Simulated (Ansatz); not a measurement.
Results of LDA in Ansatz (PAW) for WSi (model structure, started from the NbAs type, I4₁md, No. 109, 4 atoms in the cell).

Settings: plane-wave cutoff 520 eV, 24×24×24 k mesh, Fermi–Dirac smearing 0.05 eV, no spin polarisation, scalar-relativistic PAW data made under PBE.

Cell (relaxed at this level):

```
CELL_PARAMETERS angstrom
     -1.66106     1.66106     5.27383
      1.66106    -1.66106     5.27383
      1.66106     1.66106    -5.27383
ATOMIC_POSITIONS crystal
  W  0.49528 0.49528 0.00000
  W  0.24528 0.74528 0.50000
  Si 0.92072 0.92072 0.00000
  Si 0.67072 0.17072 0.50000
```

Estimate the bulk modulus that the calculation returns.


- bulk modulus: 235 GPa

Note: the run has no spin polarisation, so it can have missed a magnetic state; the bulk modulus is −V dP/dV from two relaxed cells at ±2 % in volume; the relaxation could raise the start's symmetry but not lower it, so the cell can be a saddle point.

Spin–orbit coupling is not included; it can open a gap where bands touch, and shift volumes and moduli.

The result took roughly 10 core-minutes.

A model structure was made by putting elements into a prototype or built by hand; it is no filed structure, need not be a known phase, and can be a saddle point held by its symmetry.

Ansatz is an electronic-structure program.
